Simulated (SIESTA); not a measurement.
Input and output of a self-consistent single point for ZrAlCo₄ (F-43m, 6 atoms in the cell) (SIESTA).

Method: GGA PBEsol, numerical atomic orbitals DZP, PseudoDojo PBEsol standard norm-conserving potentials (rewritten from UPF to PSML) (SIESTA 5.4.2).

```
ZrAlCo4
1.0
    0.00000     3.37860     3.37860
    3.37860     0.00000     3.37860
    3.37860     3.37860     0.00000
Zr Al Co
1 1 4
Direct
  0.00000   0.00000   0.00000
  0.75000   0.75000   0.75000
  0.37669   0.37669   0.37669
  0.86993   0.37669   0.37669
  0.37669   0.37669   0.86993
  0.37669   0.86993   0.37669
```
Moments meant for the start (each program seeds them in its own way; μB, in the order of the atoms Zr Al Co Co Co Co): 0.0 0.0 3.0 3.0 3.0 3.0.

Reference input (self-consistent single point, DFT, GGA PBEsol, numerical atomic orbitals DZP, PseudoDojo PBEsol standard norm-conserving potentials (rewritten from UPF to PSML)): XC.functional = GGA; XC.authors = PBEsol; potentials = PseudoDojo PBEsol standard; PAO.BasisSize = DZP; PAO.EnergyShift = 0.005 Ry; MeshCutoff = 350 Ry; kgrid.MonkhorstPack = 7 7 7; OccupationFunction = MP; OccupationMPOrder = 0; ElectronicTemperature = 50 meV; Spin = polarized; DM.InitSpin = [1 +0.00, 2 +0.00, 3 +3.00, 4 +3.00, 5 +3.00, 6 +3.00]. This run's input differs from it in these lines:

```diff
@@ -33,5 +33,5 @@
 %block kgrid.MonkhorstPack
-    7   0   0  0.0
-    0   7   0  0.0
-    0   0   7  0.0
+    2   0   0  0.0
+    0   2   0  0.0
+    0   0   2  0.0
 %endblock kgrid.MonkhorstPack
```

Output, abridged:

```
        iscf     Eharris(eV)        E_KS(eV)     FreeEng(eV)     dDmax    Ef(eV) dHmax(eV)
   scf:    1   -17905.056011   -18032.383572   -18032.398068  1.945752 -3.788521 21.164901
     spin moment: {S} , |S| = {        0.0        0.0    9.50000 }     9.50000
   scf:    2   -18084.496377   -18068.289814   -18068.311445  0.451802 -4.660732  6.772819
     spin moment: {S} , |S| = {        0.0        0.0    8.25000 }     8.25000
   scf:    3   -18072.766005   -18071.256460   -18071.276976  0.174487 -5.239737  3.617183
     spin moment: {S} , |S| = {        0.0        0.0    8.24952 }     8.24952
   [... lines left out ...]
     spin moment: {S} , |S| = {        0.0        0.0    0.50000 }     0.50000
   scf:  148   -18073.834237   -18073.834237   -18073.851676  0.000019 -5.916040  0.000461
     spin moment: {S} , |S| = {        0.0        0.0    0.50000 }     0.50000
   scf:  149   -18073.834237   -18073.834237   -18073.851676  0.000019 -5.916041  0.000553
     spin moment: {S} , |S| = {        0.0        0.0    0.50000 }     0.50000
   scf:  150   -18073.834237   -18073.834237   -18073.851676  0.000023 -5.916042  0.000565
     spin moment: {S} , |S| = {        0.0        0.0    0.50000 }     0.50000
SCF_NOT_CONV: SCF did not converge in maximum number of steps (required).
SCF_NOT_CONV: SCF did not converge in maximum number of steps (required).
Geom step, scf iteration, dDmax, dHmax:    0   150      0.000023     0.000042
Geom step, scf iteration, dDmax, dHmax:    0   150      0.000023     0.000042

ABNORMAL_TERMINATION
ABNORMAL_TERMINATION
Stopping Program from Node:    0
Stopping Program from Node:    0
```

The run ended unconverged after 150 iterations. 

The starting cell comes from a database of computed structures (which also holds hypothetical and non-ambient phases and stackings), without a prior relaxation at this level. Values carry the incompleteness of an atom-centred basis.

Cost on one core of a shared machine: roughly 20 min.
